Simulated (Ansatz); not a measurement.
Input and output of a self-consistent single point for Al₂Cu (I4mm, 3 atoms in the cell) (Ansatz, a program for electronic structure).

Method: LDA (PW92), harder PAW files (source: ansatz) made with PBE (plane waves; Ansatz).

The change in words: lattice scaled by 0.98; basis.ecutwfc: 420 eV → 630 eV; hamiltonian.pseudopotentials: {kind: paw} (the program's default PAW files) → {kind: paw, source: ansatz}. Reference geometry:
```
CELL_PARAMETERS angstrom
     -2.02018     2.02018     2.83684
      2.02018    -2.02018     2.83684
      2.02018     2.02018    -2.83684
ATOMIC_POSITIONS crystal
  Al 0.75000 0.25000 0.50000
  Al 0.25000 0.75000 0.50000
  Cu 0.50881 0.50881 0.00000
```

Reference input (self-consistent single point, DFT, LDA (PW92), plane waves, default PAW files made with PBE): basis.ecutwfc = 420 eV; kpoints.mp_grid.grid = 11 11 11; hamiltonian.xc = lda; hamiltonian.pseudopotentials = {kind: paw} (the program's default PAW files); scf.occupations.method = gaussian; scf.occupations.width = 0.1 eV. This run's input differs from it in these lines:

Ansatz 0.2 input:
```diff
@@ -3,11 +3,11 @@
   lattice:
-    - [-2.020183, 2.020183, 2.836840]
-    - [2.020183, -2.020183, 2.836840]
-    - [2.020183, 2.020183, -2.836840]
+    - [-1.979779, 1.979779, 2.780103]
+    - [1.979779, -1.979779, 2.780103]
+    - [1.979779, 1.979779, -2.780103]
   atoms:
-    - { symbol: Al, position_ang: [-0.000000, 2.020183, 1.418420] }
-    - { symbol: Al, position_ang: [2.020183, 0.000000, 1.418420] }
-    - { symbol: Cu, position_ang: [-0.000000, 0.000000, 2.886842] }
+    - { symbol: Al, position_ang: [-0.000000, 1.979779, 1.390051] }
+    - { symbol: Al, position_ang: [1.979779, 0.000000, 1.390051] }
+    - { symbol: Cu, position_ang: [0.000000, -0.000000, 2.829105] }
 basis:
-  ecutwfc: 420.0
+  ecutwfc: 630.0
 kpoints:
@@ -19,2 +19,3 @@
     kind: paw
+    source: ansatz
 scf:
```

Log, with long lists cut:

```
SCF iter   1: F=—  HF=-11374.392595 eV  |F-HF|=—  |Δ(HF+E_count)|=         —  Δρ=3.59e-1  dr2=4.63e1  ethr=3.10e-3  ⟨swp⟩=6.2  Hψ=14789  notcnv=0
all-band conjugate gradients solve this SCF's bands
preconditioner: auto → Kerker (q_TF=auto, 2.701 Å⁻¹)
SCF iter   2: F=—  HF=-11370.288504 eV  |F-HF|=—  |Δ(HF+E_count)|=    4.10e0  Δρ=1.37e-1  dr2=7.86e0  ethr=3.10e-3  ⟨swp⟩=3.1  Hψ=7736  notcnv=0  defer=33
   [... lines left out ...]
SCF iter   6: F=—  HF=-11369.137407 eV  |F-HF|=—  |Δ(HF+E_count)|=   1.69e-4  Δρ=5.08e-4  dr2=1.36e-4  ethr=2.34e-6  ⟨swp⟩=2.0  Hψ=4118  notcnv=0  defer=40
SCF iter   7: F=—  HF=-11369.137390 eV  |F-HF|=—  |Δ(HF+E_count)|=   1.64e-5  Δρ=1.79e-4  dr2=1.77e-5  ethr=3.31e-7  ⟨swp⟩=2.8  Hψ=5019  notcnv=0  defer=40
SCF iter   8: F=—  HF=-11369.137389 eV  |F-HF|=—  |Δ(HF+E_count)|=   9.19e-7  Δρ=9.18e-5  dr2=4.14e-6  ethr=4.33e-8  ⟨swp⟩=2.2  Hψ=4740  notcnv=0  defer=40
SCF iter   9: F=-11369.137388 eV  HF=-11369.137388 eV  |F-HF|=3.38e-8  |Δ(HF+E_count)|=   8.41e-7  Δρ=1.11e-5  dr2=4.20e-8  ethr=2.44e-10  ⟨swp⟩=7.3  Hψ=17199  notcnv=0
SCF 1 converged in 9 iterations: F = -11369.137388 eV  dr2 = 4.20e-8
Free energy (F): -11369.137388 eV
Internal energy: -11369.131879 eV  (E = F + TS)
E sigma→0 (E₀):  -11369.134634 eV
Entropy (-TS):   -0.005509 eV (-1.836 meV/atom)
Fermi energy:    11.861391 eV
--- Forces (eV/Å), atoms counted from 1 ---
  atom   1  Al     0.00000000     0.00000000     0.22372960
  atom   2  Al     0.00000000    -0.00000000     0.22372960
  atom   3  Cu    -0.00000000     0.00000000    -0.44744842
--- Stress (GPa, compression-positive) ---
        5.368417      -0.000000       0.000000
       -0.000000       5.368417      -0.000000
        0.000000       0.000000       5.842509
  P = ⅓ Tr σ = 5.5264 GPa (55.264 kbar)
  The stress holds the Pulay correction. Without it, at fixed plane waves, as pw.x and ABINIT print it: P = 3.0664 GPa
```

The run converged in 9 iterations. Against the reference run the pressure goes from -1.60 to 5.53 GPa and the largest force goes from 0.367 to 0.447 eV/Å.

The starting cell comes from a database of computed structures (which also holds hypothetical and non-ambient phases and stackings), without a prior relaxation at this level. Its lattice was rescaled by up to half a per cent. One atom was moved a little off its site on purpose. For this run, on top of that: lattice scaled by 0.98. Spin polarisation is off. Ansatz's pressure includes its estimate of the finite-basis (Pulay) stress. Without the estimate this run gives 3.07 GPa. The cutoff lies below the one recommended for these files.
